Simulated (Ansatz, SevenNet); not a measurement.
**Fluorite CoSi₂: properties by level of theory**

Reference values: lattice constant a 5.365 Å (measured, room temperature, no zero-point or thermal correction; as tabulated in Hegde and Bowen (2014), arXiv:1405.1317); formation enthalpy -0.362 ± 0.01 eV/atom (measured, 298 K, copied from a table, unchecked, no zero-point or thermal correction; as tabulated in Wang et al. (2021), doi:10.1038/s41598-021-94550-5).

| level (code) | lattice parameter a (Å) | elastic constant C11 (GPa) | elastic constant C44 (GPa) | Voigt–Reuss–Hill shear modulus (GPa) | enthalpy of formation (eV/atom) |
|---|---|---|---|---|---|
| SevenNet-l3i5 | 5.367 | 202 | 54.5 | 32.8 | -0.494 |
| LDA (Ansatz) | 5.274 | 277 | 101 | ? | -0.621 |
| PBE-D3(BJ) (Ansatz) | ? | 260 | 94.8 | 73.0 | ? |

Question: Complete the blanks.

Answer: 
- LDA (Ansatz, a first-principles code), Voigt–Reuss–Hill shear modulus (GPa): 78.8
- PBE-D3(BJ) (Ansatz), lattice parameter a (Å): 5.304
- PBE-D3(BJ) (Ansatz), enthalpy of formation (eV/atom): -0.568

Differences from the reference values (errors of the level alone only where the reference is corrected to a static lattice):

```json
[
 {"level": "SevenNet-l3i5", "lattice constant a (%)": "+0.04", "formation enthalpy (eV/atom)": "-0.132"},
 {"level": "LDA", "lattice constant a (%)": "-1.70", "formation enthalpy (eV/atom)": "-0.259"},
 {"level": "PBE-D3(BJ)", "lattice constant a (%)": "-1.14", "formation enthalpy (eV/atom)": "-0.206"}
]
```

Nearest: lattice constant a, not ranked (reference at room or unstated temperature); formation enthalpy, not ranked (one source).

Machine-learned potentials (SevenNet-l3i5) are trained on DFT data: a solid inside that data is no test of them.

Caveats: the dispersion coefficients are held fixed in the derivatives (PBE-D3(BJ)). Ansatz's density-functional and Hartree–Fock values are scalar-relativistic unless marked +SOC, with PAW data made under PBE.

The crystal itself was run without spin with LDA, PBE-D3(BJ); a magnetic state was not tried in these runs.

Differences are worked out from the printed values.

The computed numbers hold no vibrational or temperature effects.
